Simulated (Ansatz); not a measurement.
Amorphous cells of 8 compositions: the gap between the highest filled and lowest empty level at the zone centre, by PBE and by a single point of r2SCAN on the same geometry (PBE, scalar-relativistic without spin-orbit coupling (plane waves to 420 eV, PAW; Ansatz, a first-principles code); r2SCAN at 500 eV). The networks come from melt-quench runs on the CHGNet potential at compositions and starting densities chosen by hand, with anions pushed apart in the CHGNet dynamics, and DFT then relaxed them. The cells are small and were quenched far faster than real films, so single cells scatter. Defect or tail levels can set these gaps. The rows are the first to finish with both values and no moments.

```
cell                        PBE gap x (eV)  r2SCAN gap y (eV)
--------------------------  --------------  -----------------
A (Si24O49K2, 2.25 g/cm3)             2.73               3.34
B (Si24O50Sn, 2.34 g/cm3)             2.83           withheld
C (Si24O49Mg, 2.16 g/cm3)             3.98               4.63
D (Si24O50Ti, 2.22 g/cm3)             4.20               4.63
E (Si24O50Ge, 2.27 g/cm3)             4.43               5.18
F (Si24O49Li2, 2.17 g/cm3)            4.50               5.15
G (Si24O49Zn, 2.27 g/cm3)             4.54               5.15
H (Si24O50Hf, 2.44 g/cm3)             4.70               5.39
```

### Question
Fit a straight line through the 7 full rows and predict the withheld value for B (Si24O50Sn, 2.34 g/cm3).

### Answer
Means: x = 4.154, y = 4.781. Slope = Σ(Δx Δy) / Σ(Δx²) = 2.784 / 2.703 = 1.03; the r.m.s. residual is 0.090. Prediction: 4.781 + 1.03 × (2.83 − 4.154) = 3.42. The run gave 3.37, 0.05 below the line.
